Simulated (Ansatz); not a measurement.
## Several settings converged on ScZn3 (P6_3/mmc, 8 atoms in the cell)

```
ScZn3
1.0
    5.83617     0.00000     0.00000
   -2.91809     5.05427     0.00000
    0.00000     0.00000     4.31144
Sc Zn
2 6
Direct
  0.33333   0.66667   0.75000
  0.66667   0.33333   0.25000
  0.84266   0.68533   0.75000
  0.15734   0.31467   0.25000
  0.15734   0.84266   0.25000
  0.84266   0.15734   0.75000
  0.31467   0.15734   0.75000
  0.68533   0.84266   0.25000
```

Base method: LDA (PW92), default PAW files made with PBE (plane waves; Ansatz, a program for electronic structure).

Base settings: basis.ecutwfc = 30.9 Ry; kpoints.mp_grid.grid = 6 6 7; hamiltonian.xc = lda; hamiltonian.pseudopotentials = {kind: paw} (the program's default PAW files); scf.occupations.method = fermi_dirac; scf.occupations.width = 0.0073 Ry.

Core times come from one kind of shared machine, to one figure; runs under 30 s give none.

**Zone-centre phonons against the cutoff**

In this ladder: phonons.method = dfpt.

The mesh stays at the base's, so the ladder's end is converged at best in this setting alone.

Frequencies are those of the unrelaxed cell, without the LO-TO term of polar crystals.

Only quantities that move along the ladder and can be compared are tabulated.

| basis.ecutwfc | highest zone-centre frequency (cm⁻¹) | lowest optical frequency (cm⁻¹) | core time / last (rough) |
|---|---|---|---|
| 15.4 Ry | 226.6 | 49.8 | 0.4 |
| 18.4 Ry | 256.5 | 15.5 | 0.5 |
| 21.7 Ry | 243.1 | 59.7 | 0.5 |
| 30.9 Ry | 242.0 | 51.1 | 0.8 |
| 37.1 Ry | 242.0 | 51.1 | 1 |

Coarsest basis.ecutwfc that holds the highest zone-centre frequency within 1 cm⁻¹ of the last step, with all finer ones: 30.9 Ry; the step before is off by 1.1 cm⁻¹.

Coarsest basis.ecutwfc that holds the lowest optical frequency within 10 cm⁻¹ of the last step, with all finer ones: 21.7 Ry; the step before is off by 36 cm⁻¹.

**The force threshold of a relaxation**

On ScZn3 (P3m1, 8 atoms in the cell): one atom moved by 0.15 angstrom.

In this ladder: relax = atoms.

The mesh stays at the base's, so the ladder's end is converged at best in this setting alone.

Only quantities that move along the ladder and can be compared are tabulated.

```csv
relax.f_tol,largest force left (eV/Å),relaxation steps,core time / last (rough)
0.2 eV/Å,0.0113,3,0.5
0.05 eV/Å,0.0116,4,0.6
0.02 eV/Å,0.0117,4,0.6
0.005 eV/Å,0.0004,5,0.8
0.001 eV/Å,0.0004,6,1
```

Coarsest relax.f_tol that holds the largest force left within 0.005 eV/Å of the last step, with all finer ones: 0.005 eV/Å; the step before is off by 0.011 eV/Å.

On the base run: the starting cell comes from a database of computed structures (which also holds hypothetical and non-ambient phases and stackings), without a prior relaxation at this level. Its lattice was rescaled by up to half a per cent. In the base run, with a pressure of about -5 GPa the cell is away from its equilibrium volume at this level.

Keys are those of Ansatz 0.2.
